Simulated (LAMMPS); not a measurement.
MD of InP (zinc blende) at zero pressure over temperature, 216 atoms; each row names its start.

All values are model results, not measurements: MD with a machine-learned potential, pair style snap, file InP_JCPA2020.snap; code LAMMPS.

```csv
"T (K), start",state,volume,enthalpy,"first peak of g(r), In-P",coordination number of In by P
"100, crystal",crystal; no diffusion seen in 15 ps,24.8630 ± 0.0005 Å³/atom,-3.4538 ± 0.0001 eV/atom,"2.53 Å, height 23.9",4.00 (counted to 3.42 Å)
"200, crystal",crystal; no diffusion seen in 15 ps,24.934 ± 0.003 Å³/atom,-3.4263 ± 0.0002 eV/atom,"2.53 Å, height 17.7",4.00 (counted to 3.46 Å)
"300, crystal",crystal; no diffusion seen in 15 ps,25.004 ± 0.001 Å³/atom,-3.3996 ± 0.0002 eV/atom,"2.53 Å, height 15.0",4.00 (counted to 3.50 Å)
"610, crystal",crystal; no diffusion seen in 15 ps,25.143 ± 0.004 Å³/atom,-3.3142 ± 0.0005 eV/atom,"2.53 Å, height 10.9",4.00 (counted to 3.50 Å)
"810, crystal",crystal; no diffusion seen in 15 ps,25.240 ± 0.007 Å³/atom,-3.2603 ± 0.0005 eV/atom,"2.54 Å, height 8.9",4.00 (counted to 3.26 Å)
"1010, crystal",crystal; no diffusion seen in 15 ps,25.324 ± 0.008 Å³/atom,-3.205 ± 0.001 eV/atom,"2.53 Å, height 7.8",4.00 (counted to 3.50 Å)
"1220, crystal",crystal; no diffusion seen in 15 ps,25.437 ± 0.010 Å³/atom,-3.1466 ± 0.0008 eV/atom,"2.52 Å, height 7.3",4.00 (counted to 3.54 Å)
"1420, crystal",crystal; no diffusion seen in 15 ps,25.555 ± 0.009 Å³/atom,-3.0895 ± 0.0008 eV/atom,"2.54 Å, height 6.4",4.00 (counted to 3.50 Å)
"1620, crystal",crystal; no diffusion seen in 15 ps,25.70 ± 0.01 Å³/atom,-3.024 ± 0.002 eV/atom,"2.55 Å, height 6.3",4.00 (counted to 3.46 Å)
```

Measured linear expansion coefficient: 4.600 1e-6/K (Ioffe Institute, NSM Archive, InP, thermal).

Measured melting point: 1333 K (Ioffe Institute, NSM Archive, InP, thermal; one source, unchecked).

Caution (rows 610, crystal; 810, crystal; 1010, crystal; 1220, crystal; 1420, crystal; 1620, crystal): a run this short can hold a crystal over, or a liquid under, the potential's own melting point, which these runs don't give.

Caution (row 1420, crystal): enthalpy drifts during the constant-pressure average: a transition or slow ageing; fluctuation values are void.

From the crystal rows between 100 and 300 K, estimate the mean linear expansion coefficient and the heat capacity. The slope of ln V over three gives 9.4 × 10^-6 /K, and dH/dT = 3.1 kB/atom. Nuclei are classical here, so the heat capacity stays near 3 kB/atom, where a real crystal's falls off below its Debye temperature.

States go by the mean squared displacement: a species diffuses where it passes 1.5 Å², still rises and gives D over 1e-6 cm²/s; a crystal has left its structure where atoms lie 0.35 Å off their sites on average or a cubic box changes its shape by 3 %, or the axial ratios of another lie 8 % off the starting cell's, which the potential's own relaxation can also do.

Uncertainties are statistical and leave out the potential's own error.
